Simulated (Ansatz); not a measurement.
**Hypothetical anti-perovskite Mg3SnO, response to strain**

Start from Mg$_{3}$SnO in the anti-perovskite structure (space group Pm-3m, No. 221; a = 4.347 Å; a hypothetical phase, not in the database extracts checked). Axes: x, y, z lie along the cube axes.

Strains are applied to the cell and any free atomic positions relax; under biaxial strain the out-of-plane vector relaxes too.

Method: PBEsol/PAW in Ansatz (a first-principles code), no SOC.

Notes on the quantities. energy relative to the base: free energy F; pressure: mean of the normal stresses, compression positive.

```json
[
 {"case": "base", "energy relative to the base": "0 meV/atom", "volume per atom": "16.43 Å³", "space group": "Pm-3m (No. 221)", "pressure": "0.0 GPa"},
 {"case": "biaxial strain −3.81 %, plane normal [110], relaxed out of plane", "energy relative to the base": "?", "volume per atom": "?", "space group": "Cmmm (No. 65)", "pressure": "?"},
 {"case": "isotropic strain +0.71 %", "energy relative to the base": "+1.7 meV/atom", "volume per atom": "16.78 Å³", "space group": "Pm-3m (No. 221)", "pressure": "-1.5 GPa"},
 {"case": "uniaxial strain ε_zz = +1.09 %", "energy relative to the base": "+0.8 meV/atom", "volume per atom": "16.61 Å³", "space group": "P4/mmm (No. 123)", "pressure": "-0.8 GPa"},
 {"case": "tensor shear ε_xy = −0.40 %", "energy relative to the base": "+0.2 meV/atom", "volume per atom": "16.43 Å³", "space group": "Cmmm (No. 65)", "pressure": "0.0 GPa"}
]
```

Some entries are withheld; estimate them.


- biaxial strain −3.81 %, plane normal [110], relaxed out of plane, energy relative to the base: +26 meV/atom
- biaxial strain −3.81 %, plane normal [110], relaxed out of plane, volume per atom: 15.58 Å³
- biaxial strain −3.81 %, plane normal [110], relaxed out of plane, pressure: 4.7 GPa

Without a gap, meshes like the base's 11×11×11 leave anisotropic stresses uncertain by several tenths of a GPa, and small strain energies with them. Whether these cells are dynamically stable was not tested. The final runs are not spin-polarised.
